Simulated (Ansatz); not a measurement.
NiAs-type NiSb was calculated with r²SCAN+rVV10 (Ansatz, a program for electronic structure, plane waves, PAW).

Settings: plane-wave cutoff 560 eV, 18×18×12 k mesh (along the axes of the cell as run), Fermi–Dirac smearing 0.05 eV, no spin polarisation, scalar-relativistic PAW data made under PBE.

Response to compression and expansion:

Shape and atoms are relaxed at each volume.

| V (Å³/atom) | P (GPa) | c (Å) | a (Å) |
|---|---|---|---|
| 16.248 | 5.84 | 5.021 | 3.866 |
| 16.587 | 2.75 | 5.059 | 3.891 |
| 16.925 | 0.00 | 5.097 | 3.916 |
| 17.264 | -2.45 | 5.133 | 3.941 |
| 17.602 | -4.62 | 5.170 | 3.965 |

Note: the bulk modulus comes from volumes at which shape and atoms were relaxed.
